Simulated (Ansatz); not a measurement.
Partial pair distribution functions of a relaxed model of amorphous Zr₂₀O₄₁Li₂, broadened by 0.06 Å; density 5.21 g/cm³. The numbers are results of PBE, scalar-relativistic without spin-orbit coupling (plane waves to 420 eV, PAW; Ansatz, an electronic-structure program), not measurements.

Preparation: random packing, a CHGNet melt and quench, and a DFT relaxation. O atoms were pushed apart under 1.9 Å during the dynamics, to hinder bonds among them. The hot cell started wider than the set density and was brought back towards it in steps. It is the lowest in DFT energy of 2 quenches. It is a model cell: composition and starting density were chosen by hand, and all elements were melted together. No dispersion term was used. Its density started from a set value of 5.21 and ended at 5.21 g/cm³. The simulated quench (nominally 450 K/ps over its main leg) is rapid and tends to freeze in more defects than a deposited or slowly cooled glass has. One small periodic cell is one sample of the glass; other quenches scatter about these values. The volume was held where the preparation left it and the shape relaxed, at a PBE pressure of -4.0 GPa (tension). Stress components on the final sampling reach 4.0 GPa.

```tsv
r (Å)	g Zr-O	g O-Li	g Zr-Zr	g O-O
1.65	0.00	0.00	0.00	0.00
1.75	0.00	0.35	0.00	0.00
1.85	0.12	2.67	0.00	0.00
1.95	1.22	5.26	0.00	0.00
2.05	5.13	3.92	0.00	0.00
2.15	7.47	1.48	0.00	0.00
2.25	4.44	0.10	0.00	0.00
2.35	1.93	0.00	0.00	0.01
2.45	0.69	0.07	0.00	0.35
2.55	0.37	0.95	0.00	1.81
2.65	0.29	1.17	0.00	2.98
2.75	0.14	0.61	0.00	2.67
2.85	0.09	0.46	0.00	2.47
2.95	0.17	0.43	0.13	2.29
3.05	0.16	0.40	0.43	1.54
3.15	0.23	0.20	0.70	1.01
3.25	0.19	0.56	1.37	0.83
3.35	0.36	1.23	3.62	0.70
3.45	0.38	1.52	3.37	0.76
3.55	0.31	0.61	2.44	0.59
3.65	0.33	0.48	2.13	0.69
3.75	0.63	0.60	1.83	0.78
3.85	1.04	1.78	1.71	1.01
3.95	1.20	2.11	1.50	1.19
4.05	1.18	1.36	1.59	1.22
4.15	1.20	1.02	1.23	1.11
4.25	1.33	1.25	0.94	1.05
4.35	1.48	1.29	0.55	0.68
4.45	1.62	1.14	0.51	0.47
4.55	1.86	1.21	0.49	0.47
```

Within 2.78 Å each Zr has 6.75 O neighbours on average.
